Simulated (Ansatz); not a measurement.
## Several settings converged on SrGaGe (P3m1, 3 atoms in the cell)

```
SrGaGe
1.0
    4.25660     0.00000     0.00000
   -2.12830     3.68633     0.00000
    0.00000     0.00000     4.69756
Sr Ga Ge
1 1 1
Direct
  0.00000   0.00000   0.01064
  0.33333   0.66667   0.50000
  0.66667   0.33333   0.50000
```

Base method: PBEsol, default PAW files made with PBE (plane waves; Ansatz, a first-principles code).

Base settings: basis.ecutwfc = 420 eV; kpoints.mp_grid.grid = 9 9 7; hamiltonian.xc = pbesol; hamiltonian.pseudopotentials = {kind: paw} (the program's default PAW files); scf.occupations.method = gaussian; scf.occupations.width = 0.1 eV.

The count of work is k-points × plane waves × bands × iterations; it is no time. Core times come from one kind of shared machine, to one figure; runs under 30 s give none.

**The k-point mesh at a smearing width of 0.3 eV**

In this ladder: scf.occupations.width = 0.3 eV.

Only quantities that move along the ladder and can be compared are tabulated.

| kpoints.mp_grid.grid | free energy less the last step's (meV/atom) | pressure (GPa) | largest difference of a force vector from the last step's (eV/Å) | count of work / last |
|---|---|---|---|---|
| 3 3 3 | 134.91 | 1.24 | 0.038 | 0.0085 |
| 4 4 3 | 17.09 | 0.26 | 0.022 | 0.0096 |
| 5 5 4 | -2.44 | -0.13 | 0.016 | 0.021 |
| 6 6 5 | -3.72 | -0.25 | 0.004 | 0.033 |
| 7 7 5 | -4.18 | -0.43 | 0.002 | 0.039 |
| 8 8 7 | -3.23 | -0.52 | 0.005 | 0.076 |
| 10 10 8 | -0.70 | -0.63 | 0.002 | 0.13 |
| 14 14 11 | 0.06 | -0.64 | 0.000 | 0.31 |
| 21 21 17 | 0.00 | -0.62 | 0.000 | 1.0 |

Coarsest kpoints.mp_grid.grid that holds the pressure within 1 GPa of the last step, with all finer ones: 4 4 3, at 0.0096 of the last step's count of work; the step before is off by 1.9 GPa.

Coarsest kpoints.mp_grid.grid that holds the free energy within 1 meV/atom of the last step, with all finer ones: 10 10 8, at 0.13 of the last step's count of work; the step before is off by 3.2 meV/atom.

Coarsest kpoints.mp_grid.grid that holds the forces within 0.02 eV/Å of the last step, with all finer ones: 5 5 4, at 0.021 of the last step's count of work; the step before is off by 0.022 eV/Å.

Two neighbours can agree and both be off: 6 6 5 and 7 7 5 differ by 0.46 meV/atom in the free energy, yet lie about 4.2 meV/atom from the last step.

**The width of Gaussian smearing**

In this ladder: kpoints.mp_grid.grid = 15 15 12.

Narrow widths need finer meshes than wide ones, so the last steps can hold mesh noise.

Only quantities that move along the ladder and can be compared are tabulated; pressure and forces are left out, as mesh noise rules them at narrow widths.

| scf.occupations.width | free energy less the last step's (meV/atom) | energy extrapolated to zero width less the last step's (meV/atom) | core time / last (rough) |
|---|---|---|---|
| 1 eV | -97.83 | -0.56 | 1 |
| 0.5 eV | -24.56 | 0.14 | 1 |
| 0.3 eV | -8.54 | 0.25 | 1 |
| 0.2 eV | -3.56 | 0.16 | 0.9 |
| 0.1 eV | -0.67 | 0.02 | 1 |
| 0.05 eV | 0.00 | 0.00 | 1 |

Widest scf.occupations.width that holds the energy extrapolated to zero width within 0.5 meV/atom of the last step, with all finer ones: 0.5 eV; the step before is off by 0.56 meV/atom.

Widest scf.occupations.width that holds the free energy within 5 meV/atom of the last step, with all finer ones: 0.2 eV; the step before is off by 8.5 meV/atom.

The extrapolation to zero width removes most of the smearing's effect on the energy.

**The mesh under tetrahedron occupations**

In this ladder: scf.occupations.method = tetrahedron; scf.occupations.width = default.

Only quantities that move along the ladder and can be compared are tabulated.

```tsv
kpoints.mp_grid.grid	free energy less the last step's (meV/atom)	pressure (GPa)	largest difference of a force vector from the last step's (eV/Å)	count of work / last	core time / last (rough)
4 4 3	17.12	0.16	0.022	0.012	–
5 5 4	-2.07	-0.39	0.008	0.023	–
6 6 5	-8.54	-0.54	0.004	0.035	–
7 7 6	-5.12	-0.59	0.002	0.058	–
9 9 7	-1.59	-0.73	0.000	0.100	–
11 11 9	0.04	-0.75	0.001	0.17	–
14 14 11	-0.26	-0.73	0.000	0.32	0.2
17 17 13	-0.15	-0.72	0.000	0.54	0.4
21 21 16	0.00	-0.72	0.000	1.0	1
```

Coarsest kpoints.mp_grid.grid that holds the pressure within 0.1 GPa of the last step, with all finer ones: 9 9 7, at 0.100 of the last step's count of work; the step before is off by 0.13 GPa.

Coarsest kpoints.mp_grid.grid that holds the forces within 0.02 eV/Å of the last step, with all finer ones: 5 5 4, at 0.023 of the last step's count of work; the step before is off by 0.022 eV/Å.

Coarsest kpoints.mp_grid.grid that holds the free energy within 1 meV/atom of the last step, with all finer ones: 11 11 9, at 0.17 of the last step's count of work; the step before is off by 1.6 meV/atom.

On the base run: the starting cell comes from a database of computed structures (which also holds hypothetical and non-ambient phases and stackings), without a prior relaxation at this level. Its lattice was rescaled by up to half a per cent. One atom was moved a little off its site on purpose. Ansatz's pressure includes its estimate of the finite-basis (Pulay) stress.

Left out of this page: 2 runs of the series outside the window shown, repeating another row's setting, or not comparable.

Keys are those of Ansatz 0.2.
